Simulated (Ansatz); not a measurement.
Take Ge in the diamond structure (space group Fd-3m, No. 227; a = 5.6222 Å) as the base. Axes: x, y, z lie along the cube axes.

All numbers come from DFT with LDA, PAW potentials and a 420 eV plane-wave cutoff in Ansatz (a first-principles code), no spin-orbit coupling.

Strains are applied to the cell and any free atomic positions relax.

One change was made to it. Results:

The energy increases by 1.3 meV/atom; the shortest interatomic distance shrinks by 0.006 Å to 2.428 Å; the pressure (mean of the normal stresses, compression positive) stays 0.0 GPa.

Which change produced these results?
(A) tensor shear ε_xy = +1.43 %
(B) tensor shear ε_xy = +1.71 %
(C) tensor shear ε_xy = +2.00 %
(D) tensor shear ε_xy = +0.86 %

D, tensor shear ε_xy = +0.86 %. For comparison, the energy relative to the base in the other runs: tensor shear ε_xy = +1.43 % gives +3.4 meV/atom; tensor shear ε_xy = +1.71 % gives +4.9 meV/atom; tensor shear ε_xy = +2.00 % gives +6.7 meV/atom.

Whether these cells are dynamically stable was not tested.
